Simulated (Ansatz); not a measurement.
Take NiO in the rock salt structure (space group Fm-3m, No. 225; a = 4.1886 Å; ferromagnetic) as the base. Axes: x, y, z lie along the cube axes.

Calculations: r2SCAN (Ansatz, a quantum-chemistry and plane-wave program), spin-orbit coupling left out.

A first run, uniaxial strain ε_zz = +1.61 %, gives secant values C11 ≈ 350 GPa and C12 ≈ 120 GPa from its stress. A second run applies isotropic strain +2.74 %.

Problem. What does linear elasticity predict for the bulk modulus −ΔP/(ΔV/V₀) in the second run, and what does the run give?

Solution. Linear elasticity: (C11 + 2 C12)/3 = 200 GPa. The run gives 170 GPa; any difference comes from nonlinear terms at these strains and numerical noise.

Whether these cells are dynamically stable was not tested. No Hubbard U is applied and the magnetic state is the run's own (NiO ferromagnetic); small cells can't hold the antiferromagnetic order that many such compounds have, so gaps and moments can be off. In its common phase, real NiO is an antiferromagnetic insulator at low temperature.
